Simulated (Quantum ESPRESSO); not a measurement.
Worked example: self-consistent single point of LaH₃ (Fm-3m, 4 atoms in the cell) in Quantum ESPRESSO.

Method of the run: LDA (PZ), PseudoDojo standard norm-conserving (PBE) pseudopotentials (plane waves; Quantum ESPRESSO).

The change in words: lattice scaled by 0.98. Reference geometry:
```xyz
4
Lattice="0.0000 2.8442 2.8442 2.8442 0.0000 2.8442 2.8442 2.8442 0.0000" Properties=species:S:1:pos:R:3 pbc="T T T"
La     0.0000     0.0000     0.0000
H      2.8442     2.8442     2.8442
H      4.2662     4.2662     4.2662
H      1.4221     1.4221     1.4221
```

Reference input (self-consistent single point, DFT, LDA (PZ), plane waves, PseudoDojo standard norm-conserving (PBE) pseudopotentials): ecutwfc = 110 Ry; occupations = smearing; smearing = gaussian; degauss = 0.019992 Ry; input_dft = pz; potentials = {La: La.upf, H: H.upf}; K_POINTS = automatic 10 10 10 0 0 0; conv_thr = 1e-10 Ry. This run's input differs from it in these lines:

```diff
@@ -26,5 +26,5 @@
 CELL_PARAMETERS angstrom
-   0.0000000000     2.8441600000     2.8441600000
-   2.8441600000     0.0000000000     2.8441600000
-   2.8441600000     2.8441600000     0.0000000000
+   0.0000000000     2.7872770000     2.7872770000
+   2.7872770000     0.0000000000     2.7872770000
+   2.7872770000     2.7872770000     0.0000000000
 ATOMIC_POSITIONS crystal
```

The program printed (abridged):

```
     Self-consistent Calculation

     iteration #  1     ecut=   110.00 Ry     beta= 0.70

---- Real-time Memory Report at c_bands before calling an iterative solver
           108 MiB given to the printing process from OS
            76 MiB allocation reported by mallinfo(arena+hblkhd)
------------------

     total energy              =     -73.63653002 Ry
     estimated scf accuracy    <       0.15600677 Ry

     iteration #  2     ecut=   110.00 Ry     beta= 0.70

---- Real-time Memory Report at c_bands before calling an iterative solver
           121 MiB given to the printing process from OS
   [... lines left out ...]
     estimated scf accuracy    <          1.1E-09 Ry

     iteration #  9     ecut=   110.00 Ry     beta= 0.70

---- Real-time Memory Report at c_bands before calling an iterative solver
           131 MiB given to the printing process from OS
           100 MiB allocation reported by mallinfo(arena+hblkhd)
------------------
     c_bands:  1 eigenvalues not converged
     c_bands:  1 eigenvalues not converged
     c_bands:  1 eigenvalues not converged
     c_bands:  1 eigenvalues not converged
     c_bands:  1 eigenvalues not converged
     c_bands:  1 eigenvalues not converged
     c_bands:  1 eigenvalues not converged
     End of self-consistent calculation

     the Fermi energy is    10.4775 ev

!    total energy              =     -73.70354980 Ry
     estimated scf accuracy    <          6.0E-13 Ry
     smearing contrib. (-TS)   =      -0.00052908 Ry
     internal energy E=F+TS    =     -73.70302072 Ry

     convergence has been achieved in   9 iterations

     Forces acting on atoms (cartesian axes, Ry/au):

     atom    1 type  1   force =     0.00000000    0.00000000    0.00000000
   [... zero for the other atoms too ...]

     Total force =     0.000000     Total SCF correction =     0.000000

          total   stress  (Ry/bohr**3)                   (kbar)     P=      -46.37
  -0.00031523   0.00000000   0.00000000          -46.37        0.00        0.00
   0.00000000  -0.00031523  -0.00000000            0.00      -46.37       -0.00
  -0.00000000  -0.00000000  -0.00031523           -0.00       -0.00      -46.37

   JOB DONE.
```

The run converged in 9 iterations. Against the reference run the free energy goes down by 28.0 meV/atom and the pressure goes from -8.48 to -4.64 GPa.

The starting cell comes from a database of computed structures (which also holds hypothetical and non-ambient phases and stackings), without a prior relaxation at this level. Its lattice was rescaled by a random factor within 2.5 % of one. For this run, on top of that: lattice scaled by 0.98. With a pressure of about -5 GPa the cell is away from its equilibrium volume at this level.

Cost on one core of a shared machine: roughly 2 min.
